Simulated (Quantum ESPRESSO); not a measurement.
Quantum ESPRESSO is run on In₂Co (C2/c, 12 atoms in the cell), and the run fails. The aim is a self-consistent single point with DFT, PBEsol, plane waves, PSlibrary ultrasoft (PBE) pseudopotentials.

Cell that was meant: a = 5.4037 Å, b = 5.4037 Å, c = 9.2169 Å, α = 97.64°, β = 97.64°, γ = 122.92°.

Part of the input:

```fortran
   occupations = 'smearing'
   smearing = 'fd'
   degauss = 0.0099958
   nbnd = 69
   input_dft = 'pbesol'
/
&electrons
```

The program printed (abridged):

```
     file In.pbe-dn-rrkjus_psl.1.0.0.UPF: wavefunction(s)  5S 4D renormalized
     file Co.pbe-n-rrkjus_psl.1.0.0.UPF: wavefunction(s)  3D renormalized

 %%%%%%%%%%%%%%%%%%%%%%%%%%%%%%%%%%%%%%%%%%%%%%%%%%%%%%%%%%%%%%%%%%%%%%%%%%%%%%
     Error in routine setup (1):
     too few bands
 %%%%%%%%%%%%%%%%%%%%%%%%%%%%%%%%%%%%%%%%%%%%%%%%%%%%%%%%%%%%%%%%%%%%%%%%%%%%%%

     stopping ...
```

### Question
Read the log: what does the program object to, and what is the fix?

### Answer
The fault is too few bands; here the program stops on it instead of giving results. To fix it, raise the band count or leave it to the default. The program stopped before any SCF iteration.

The sound input it was made from differs as follows (other fixes are possible):
```diff
-   nbnd = 69
```

With that input, the run converged in 17 iterations: free energy E − TS -19348.5662 eV; Fermi level (on the code's own zero) 12.90 eV; pressure -3.37 GPa; largest force (vector length) 0.109 eV/Å (DFT, PBEsol, plane waves, PSlibrary ultrasoft (PBE) pseudopotentials).

On the sound input: the starting cell comes from a database of computed structures (which also holds hypothetical and non-ambient phases and stackings), without a prior relaxation at this level. Spin polarisation is off. With a pressure of about -3 GPa the cell is away from its equilibrium volume at this level. Without a gap this mesh is coarse (it stands for a supercell whose shortest vector is 18 Å).
